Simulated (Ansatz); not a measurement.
## Ta: response to strain

The reference is Ta in the bcc (W type) structure (space group Im-3m, No. 229; a = 3.2823 Å; relaxed with 0.1 eV smearing). Axes: x, y, z lie along the cube axes.

Strains are applied to the cell and any free atomic positions relax; under biaxial strain the out-of-plane vector relaxes too.

Method: DFT with PBEsol, PAW potentials and a 420 eV plane-wave cutoff in Ansatz (a quantum-chemistry and plane-wave program), no SOC.

Notes on the quantities. energy relative to the base: free energy F; pressure: mean of the normal stresses, compression positive.

```tsv
change	energy relative to the base	pressure	shortest interatomic distance	space group
base	0 meV/atom	0.0 GPa	2.843 Å	Im-3m (No. 229)
biaxial strain +3.63 %, plane normal [110], relaxed out of plane	+36 meV/atom	-5.3 GPa	2.801 Å	Fmmm (No. 69)
isotropic strain −5.09 %	+0.307 eV/atom	43.4 GPa	2.698 Å	Im-3m (No. 229)
isotropic strain −1.83 %	+36 meV/atom	12.7 GPa	2.791 Å	Im-3m (No. 229)
uniaxial strain ε_zz = +4.11 %	+24 meV/atom	-7.6 GPa	2.882 Å	I4/mmm (No. 139)
tensor shear ε_xy = +0.81 %	+1.1 meV/atom	0.0 GPa	2.827 Å	Fmmm (No. 69)
```

No phonon test of stability was made. The final runs are not spin-polarised.
